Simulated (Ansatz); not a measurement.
The starting structures come from a database of crystals and need not be the phases stable at ambient conditions.

Inside the gap of an insulator the Bloch states are evanescent, with a wavenumber k + iκ along the transport direction.

Here is the system:

```xyz
16
Lattice="6.8070 0.0000 0.0000 2.8803 6.6055 0.0000 3.4035 0.0000 4.5290" Properties=species:S:1:pos:R:3 pbc="T T T"
Ca     4.1236     1.6514     1.5241
Ca     8.9673     4.9541     3.0049
Mg     0.0000     0.0000     0.0000
Mg     1.4402     3.3027     0.0000
As     7.5271     1.6514     2.9148
As     5.5638     4.9541     1.6141
O      8.2529     0.5171     3.9869
O      4.8380     6.0884     0.5420
O      6.8013     2.7857     3.9869
O      6.2896     3.8198     0.5420
O      6.7086     5.8151     2.5810
O      6.3823     0.7903     1.9480
O      4.4190     4.0931     2.5810
O      8.6719     2.5124     1.9480
F      4.1236     1.6514     3.7888
F      8.9673     4.9541     0.7401
```

Space group of this cell: C2/c. The cell is taken as given; by r2SCAN its mean pressure is -6.5 GPa.

Transport runs along the normal of the first two printed cell vectors.

The gap is the functional's own, uncorrected, and κ follows it; spin-orbit coupling is left out. Mid-gap values are interpolated between the computed energies.

Task: Estimate the band gap and the smallest decay constant κ at mid-gap that r2SCAN in Ansatz (a first-principles code) returns for this system.

Result: Gap 4.61 eV on a 8×6×8 mesh; κ = 0.384 1/Å, at the zone centre.
